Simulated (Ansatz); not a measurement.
Base system: KBr in the rock salt structure (space group Fm-3m, No. 225).

```yaml
crystal:
  lattice:
    - [0.00000, 3.30411, 3.30411]
    - [3.30411, 0.00000, 3.30411]
    - [3.30411, 3.30411, 0.00000]
  atoms:
    - { symbol: Br, position: [0.00000, 0.00000, 0.00000] }
    - { symbol: K, position: [0.50000, 0.50000, 0.50000] }
```

Cartesian axes are those of the cell as printed.

Method: r2SCAN (Ansatz, a first-principles code; PAW; 500 eV plane waves; spin-orbit coupling left out).

Strains are applied to the cell and any free atomic positions relax; under biaxial strain the out-of-plane vector relaxes too; under stress the whole cell relaxes.

One change was made to it. Results:

| quantity | base | after |
|---|---|---|
| valley order (the lowest conduction-band minima on the path, energy above the VBM, named in the base's zone) | Γ 5.07 eV; X along ⟨100⟩ 6.36 eV | Γ 5.11 eV; X along [100] 6.33 eV; X along [001] 6.35 eV |
| energy relative to the base (free energy F) | 0 meV/atom | +0.9 meV/atom |
| electron mass | 0.39 mₑ (at Γ) | 0.38 mₑ (at Γ) |

### Question
Which of these changes matches the shifts?
A. biaxial strain −0.92 %, plane normal [001], relaxed out of plane
B. uniaxial stress, 3 GPa compression along x
C. uniaxial stress, 1 GPa tension along z
D. isotropic strain −3.17 %
E. uniaxial strain ε_yy = −2.07 %

### Answer
A, biaxial strain −0.92 %, plane normal [001], relaxed out of plane. For comparison, the valley order in the other runs: uniaxial stress, 1 GPa tension along z gives Γ 4.98 eV; X along [100] 6.37 eV; X along [001] 6.42 eV; uniaxial strain ε_yy = −2.07 % gives Γ 5.12 eV; X along [010] 6.31 eV; X along [001] 6.34 eV; uniaxial stress, 3 GPa compression along x gives Γ 5.14 eV; X along [100] 6.20 eV; X along [001] 6.31 eV; isotropic strain −3.17 % gives Γ 5.36 eV; X along ⟨100⟩ 6.23 eV.

The levels and masses belong to the bands next to the band gap. Masses are band curvatures over ±0.01 Å⁻¹ around the edge. Stability under load was not tested beyond the relaxation.
